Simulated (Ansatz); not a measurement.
## SiC, response to strain

The reference is SiC in the zinc blende structure (space group F-43m, No. 216).

```
CELL_PARAMETERS angstrom
      0.00000     2.16449     2.16449
      2.16449     0.00000     2.16449
      2.16449     2.16449     0.00000
ATOMIC_POSITIONS crystal
  Si 0.00000 0.00000 0.00000
  C  0.25000 0.25000 0.25000
```

Cartesian axes are those of the cell as printed.

Strains are applied to the cell and any free atomic positions relax; under biaxial strain the out-of-plane vector relaxes too.

Method: LDA in Ansatz (plane waves to 420 eV, PAW, no spin-orbit coupling).

```json
[
 {"case": "base", "electron mass": "0.68 mₑ along k, 0.23 mₑ across (at X)", "ratio −ε⊥/ε∥": "–", "band gap": "1.30 eV", "shortest interatomic distance": "1.875 Å"},
 {"case": "biaxial strain −2.50 %, plane normal [001], relaxed out of plane", "electron mass": "–", "ratio −ε⊥/ε∥": "0.69", "band gap": "1.04 eV", "shortest interatomic distance": "1.854 Å"},
 {"case": "biaxial strain −2.00 %, plane normal [001], relaxed out of plane", "electron mass": "–", "ratio −ε⊥/ε∥": "0.69", "band gap": "1.09 eV", "shortest interatomic distance": "1.858 Å"},
 {"case": "biaxial strain −1.50 %, plane normal [001], relaxed out of plane", "electron mass": "0.65 mₑ along k, 0.23 mₑ across (at X)", "ratio −ε⊥/ε∥": "0.69", "band gap": "1.14 eV", "shortest interatomic distance": "1.862 Å"},
 {"case": "biaxial strain −0.50 %, plane normal [001], relaxed out of plane", "electron mass": "0.67 mₑ along k, 0.23 mₑ across (at X)", "ratio −ε⊥/ε∥": "–", "band gap": "1.25 eV", "shortest interatomic distance": "1.870 Å"},
 {"case": "biaxial strain +0.50 %, plane normal [001], relaxed out of plane", "electron mass": "0.67 mₑ along k, 0.23 mₑ across (at X)", "ratio −ε⊥/ε∥": "–", "band gap": "1.22 eV", "shortest interatomic distance": "1.879 Å"},
 {"case": "biaxial strain +1.50 %, plane normal [001], relaxed out of plane", "electron mass": "0.65 mₑ along k, 0.23 mₑ across (at X)", "ratio −ε⊥/ε∥": "0.72", "band gap": "1.05 eV", "shortest interatomic distance": "1.887 Å"},
 {"case": "biaxial strain +2.00 %, plane normal [001], relaxed out of plane", "electron mass": "0.64 mₑ along k, 0.24 mₑ across (at X)", "ratio −ε⊥/ε∥": "0.73", "band gap": "0.97 eV", "shortest interatomic distance": "1.891 Å"},
 {"case": "biaxial strain +2.50 %, plane normal [001], relaxed out of plane", "electron mass": "0.64 mₑ along k, 0.24 mₑ across (at X)", "ratio −ε⊥/ε∥": "0.73", "band gap": "0.89 eV", "shortest interatomic distance": "1.895 Å"},
 {"case": "biaxial strain +3.00 %, plane normal [001], relaxed out of plane", "electron mass": "0.63 mₑ along k, 0.24 mₑ across (at X)", "ratio −ε⊥/ε∥": "0.74", "band gap": "0.82 eV", "shortest interatomic distance": "1.899 Å"}
]
```

Effective masses come from finite differences of ±0.01 Å⁻¹. Along k means along the line from Γ to the band edge. Gaps are read on the SCF mesh and a high-symmetry path. Stability against distortions was not tested.

Ansatz is a quantum-chemistry and plane-wave program.
